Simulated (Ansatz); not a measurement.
Worked example: self-consistent single point of NaAu2 (R3m, 6 atoms in the cell) in Ansatz (a quantum-chemistry and plane-wave program).

Level of theory: PBEsol, default PAW files made with PBE (plane waves; Ansatz).

The change in words: lattice scaled by 0.98; basis.ecutwfc: 30.9 Ry → 41.5 Ry. Reference geometry:
```xyz
6
Lattice="0.0000 3.9329 3.9329 3.9329 0.0000 3.9329 3.9329 3.9329 0.0000" Properties=species:S:1:pos:R:3 pbc="T T T"
Na     5.9282     5.9282     5.9282
Na     3.9329     3.9329     3.9329
Au     2.9497     0.9832     2.9497
Au     0.9832     0.9832     0.9832
Au     0.9832     2.9497     2.9497
Au     2.9497     2.9497     0.9832
```

Reference input (self-consistent single point, DFT, PBEsol, plane waves, default PAW files made with PBE): basis.ecutwfc = 30.9 Ry; kpoints.mp_grid.grid = 5 5 5; hamiltonian.xc = pbesol; hamiltonian.pseudopotentials = {kind: paw} (the program's default PAW files); scf.occupations.method = fermi_dirac; scf.occupations.width = 0.0073 Ry. This run's input differs from it in these lines:

Ansatz 0.2 input:
```diff
@@ -3,5 +3,5 @@
   lattice:
-    - [0.00000000, 3.93287800, 3.93287800]
-    - [3.93287800, 0.00000000, 3.93287800]
-    - [3.93287800, 3.93287800, 0.00000000]
+    - [0.00000000, 3.85422000, 3.85422000]
+    - [3.85422000, 0.00000000, 3.85422000]
+    - [3.85422000, 3.85422000, 0.00000000]
   atoms:
@@ -14,3 +14,3 @@
 basis:
-  ecutwfc: 30.9 Ry
+  ecutwfc: 41.5 Ry
 kpoints:
```

Output (repeated stretches shortened):

```
SCF iter   1: F=—  HF=-54982.185991 eV  |F-HF|=—  |Δ(HF+E_count)|=         —  Δρ=4.20e-3  dr2=1.74e-2  ethr=1.77e-3  ⟨swp⟩=5.8  Hψ=3750  notcnv=0  defer=25
all-band conjugate gradients solve this SCF's bands
preconditioner: auto → Resta (q_TF=auto, 2.640 Å⁻¹)
SCF iter   2: F=—  HF=-54982.182973 eV  |F-HF|=—  |Δ(HF+E_count)|=   3.02e-3  Δρ=1.36e-3  dr2=1.14e-3  ethr=1.85e-5  ⟨swp⟩=2.1  Hψ=1815  notcnv=0  defer=28
SCF iter   3: F=—  HF=-54982.182740 eV  |F-HF|=—  |Δ(HF+E_count)|=   2.34e-4  Δρ=4.50e-4  dr2=8.66e-5  ethr=1.21e-6  ⟨swp⟩=2.0  Hψ=1434  notcnv=0  defer=28
SCF iter   4: F=—  HF=-54982.182934 eV  |F-HF|=—  |Δ(HF+E_count)|=   1.94e-4  Δρ=5.52e-5  dr2=1.99e-6  ethr=9.21e-8  ⟨swp⟩=2.0  Hψ=1870  notcnv=0  defer=28
SCF iter   5: F=—  HF=-54982.182934 eV  |F-HF|=—  |Δ(HF+E_count)|=   3.93e-7  Δρ=1.38e-5  dr2=1.87e-7  ethr=2.12e-9  ⟨swp⟩=2.4  Hψ=1795  notcnv=0  defer=28
SCF iter   6: F=-54982.182934 eV  HF=-54982.182934 eV  |F-HF|=5.62e-9  |Δ(HF+E_count)|=   1.96e-8  Δρ=3.82e-6  dr2=1.73e-8  ethr=1.06e-10  ⟨swp⟩=9.6  Hψ=4681  notcnv=0
SCF 1 converged in 6 iterations: F = -54982.182934 eV  dr2 = 1.73e-8
Free energy (F): -54982.182934 eV
Internal energy: -54982.157553 eV  (E = F + TS)
E sigma→0 (E₀):  -54982.170244 eV
Entropy (-TS):   -0.025381 eV (-4.230 meV/atom)
Fermi energy:    13.957787 eV
--- Forces (eV/Å), atoms counted from 1 ---
  atom   1  Na    -0.05799621    -0.05799621    -0.05799621
  atom   2  Na     0.01386344     0.01386344     0.01386344
  atom   3  Au     0.01086217     0.02392182     0.01086217
  atom   4  Au    -0.00148543    -0.00148543    -0.00148543
  atom   5  Au     0.02392182     0.01086217     0.01086217
  atom   6  Au     0.01086217     0.01086217     0.02392182
--- Stress (GPa, compression-positive) ---
        3.140789      -0.000068      -0.000068
       -0.000068       3.140789      -0.000068
       -0.000068      -0.000068       3.140789
  P = ⅓ Tr σ = 3.1408 GPa (31.408 kbar)
  The stress holds the Pulay correction. Without it, at fixed plane waves, as pw.x and ABINIT print it: P = 3.1374 GPa
```

The run converged in 6 iterations. Against the reference run the free energy rises by 1.0 meV/atom, the pressure goes from -2.26 to 3.14 GPa and the largest force goes from 0.081 to 0.100 eV/Å.

The starting cell comes from a database of computed structures (which also holds hypothetical and non-ambient phases and stackings), without a prior relaxation at this level. Its lattice was rescaled by up to half a per cent. One atom was moved a little off its site on purpose. For this run, on top of that: lattice scaled by 0.98. Ansatz's pressure includes its estimate of the finite-basis (Pulay) stress.
